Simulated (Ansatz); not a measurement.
The starting structures come from a database of crystals and need not be the phases stable at ambient conditions.

 Where the default PAW files enter, the runs use the earlier of Ansatz's two default sets.

Input:

```
Bi2Ti4O11
1.0
    3.78208     0.00000     0.00000
    1.89104     7.36217     0.00000
    1.89104    -0.46230     7.45588
Ti Bi O
4 2 11
Direct
  0.91330   0.70550   0.46790
  0.08670   0.29450   0.53210
  0.55490   0.10770   0.78250
  0.44510   0.89230   0.21750
  0.74950   0.36020   0.14080
  0.25050   0.63980   0.85920
  0.34110   0.36770   0.95010
  0.65890   0.63230   0.04990
  0.72930   0.89650   0.64490
  0.27070   0.10350   0.35510
  0.89430   0.54200   0.66940
  0.10570   0.45800   0.33060
  0.96140   0.83770   0.23950
  0.03860   0.16230   0.76050
  0.42590   0.71870   0.42950
  0.57410   0.28130   0.57050
  0.50000   0.00000   0.00000
```

Space group of this cell: C2/m. The cell is taken as given; by r2SCAN its mean pressure is -0.6 GPa.

Transport runs along the normal of the first two printed cell vectors.

The gap is the functional's own. No spin-orbit coupling. Mid-gap values are interpolated on the energy grid.

Task: Give the band gap and the smallest decay constant κ at mid-gap that r2SCAN (Ansatz, an electronic-structure program) yields.

Result: Gap 2.48 eV on a 8×8×8 mesh; κ = 0.347 1/Å, at (0.000, 0.500) of the in-plane reciprocal vectors. At the zone centre, at the nearest computed energy, the slowest state has κ = 0.36 1/Å.
